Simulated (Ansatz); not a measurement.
## Quick settings and what they miss: Rh (Fm-3m, 1 atom in the cell)

Self-consistent single point.

```yaml
crystal:
  lattice:
    - [0.00000, 1.87444, 1.87444]
    - [1.87444, 0.00000, 1.87444]
    - [1.87444, 1.87444, 0.00000]
  atoms:
    - { symbol: Rh, position: [0.00000, 0.00000, 0.00000] }
```

Method: PBE, PAW files (plane waves; Ansatz, an electronic-structure program).

Base settings: basis.ecutwfc = 420 eV; kpoints.mp_grid.grid = 10 10 10; hamiltonian.xc = pbe; hamiltonian.pseudopotentials = {kind: paw} (the program's default PAW files); scf.occupations.method = methfessel_paxton; scf.occupations.width = 0.136 eV.

Tight run (finer mesh or higher cutoff; not a proven limit): basis.ecutwfc: 420 eV → 590 eV; kpoints.mp_grid.grid: 10 10 10 → 14 14 14; scf.convergence.dr2_threshold: default (1e-07 eV) → 1e-09 eV. It gave Fermi level (on the code's own zero) 23.64 eV; pressure 19.42 GPa.

Quick runs, as changes from the base:
- A: the base itself
- B: basis.ecutwfc: 420 eV → 335 eV; kpoints.mp_grid.grid: 10 10 10 → 6 6 6; hamiltonian.xc: pbe → lda; scf.occupations.method: methfessel_paxton → gaussian; scf.occupations.width: 0.136 eV → 0.272 eV [LDA (PW92)]
- C: basis.ecutwfc: 420 eV → 250 eV; kpoints.mp_grid.grid: 10 10 10 → 6 6 6; scf.occupations.width: 0.136 eV → 0.2 eV
- D: basis.ecutwfc: 420 eV → 250 eV; kpoints.mp_grid.grid: 10 10 10 → 1 1 1; hamiltonian.xc: pbe → lda; scf.occupations.method: methfessel_paxton → fermi_dirac; scf.occupations.width: 0.136 eV → 0.2 eV [LDA (PW92)]
- E: basis.ecutwfc: 420 eV → 335 eV; kpoints.mp_grid.grid: 10 10 10 → 2 2 2; scf.occupations.method: methfessel_paxton → gaussian; scf.occupations.width: 0.136 eV → 0.2 eV
- F: basis.ecutwfc: 420 eV → 295 eV; kpoints.mp_grid.grid: 10 10 10 → 4 4 4; scf.occupations.method: methfessel_paxton → gaussian; scf.occupations.width: 0.136 eV → 0.272 eV

Energies are extrapolated to zero smearing width, which holds to low order in the width alone.

Dashes: energy of B, D, another energy zero.

† marks runs with another functional, U, potentials or spin treatment: their distance from the tight run is not a convergence error alone.

The count of work is k-points × plane waves × bands × iterations; it is no time. 

Pressures in the table are Ansatz's without its Pulay estimate, at a fixed set of plane waves; the tight run's value above holds the estimate.

The starting cell comes from a database of computed structures (which also holds hypothetical and non-ambient phases and stackings), without a prior relaxation at this level. Its lattice was rescaled by a random factor within 2.5 % of one. Spin polarisation is off. In the base run, with a pressure of about 19 GPa the cell is away from its equilibrium volume at this level.

```csv
run,energy less tight (meV/atom),pressure less tight (GPa),count of work / tight
A,-6.5,-0.13,0.21
B†,–,-18.98,0.047
C,1362.9,-97.33,0.037
D†,–,-123.99,0.0020
E,3986.5,60.59,0.015
F,-320.4,-22.99,0.028
```

Among the runs at the tight run's level, the energy misses run from 6.5 to 3986.5 meV/atom.

Keys are those of Ansatz 0.2.
